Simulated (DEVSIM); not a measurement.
Structure: GaAs p-i-n diode, at 450 K.

Layer 1 from the left is GaAs, thickness (μm) 0.100, Na (cm⁻³) 6.3e17, τn (s) 5.8e-9, τp (s) 5.8e-9. Layer 2 from the left is GaAs, thickness (μm) 11.0, Nd (cm⁻³) 5.7e11, τn (s) 5.8e-9, τp (s) 5.8e-9. Layer 3 from the left is GaAs, thickness (μm) 0.650, Nd (cm⁻³) 1.8e17, τn (s) 5.8e-9, τp (s) 5.8e-9.

Left contact: ohmic. Right contact: ohmic. Voltage is applied to the left contact. Recombination: SRH at mid-gap. Mobility is μmin + (μ − μmin)/(1 + (N/Nref)^α).

This is a model device: material constants are rounded textbook-type values typed into the input, and sizes, dopings and lifetimes were drawn at random. Values at 300 K; Nc and Nv go as T^1.5, mobilities as T to minus their exponent, the gap by Varshni's rule with the affinity fixed.

GaAs: gap (eV) 1.424, affinity (eV) 4.07, permittivity 12.9, Nc (cm⁻³) 4.7e17, Nv (cm⁻³) 9e18, μn (cm²/Vs) 8500, μp (cm²/Vs) 400, μn,min 500, μp,min 20, Nref,n 6e16, Nref,p 1.5e17, αn 0.39, αp 0.38, T exponent of μn 2.1, T exponent of μp 2.2, Varshni α (eV/K) 0.000541, Varshni β (K) 204.

DEVSIM, 1D drift-diffusion, Boltzmann statistics, complete ionisation; no tunnelling, impact ionisation, image-force lowering or self-heating.

### Question
What does the simulation give for the potential step across the device at zero bias, the dark forward voltage at 1 A/cm², the dark forward voltage at 100 A/cm²?

### Answer
potential step across the device at zero bias 1.166 V; dark forward voltage at 1 A/cm² 0.600 V; dark forward voltage at 100 A/cm² 0.947 V.
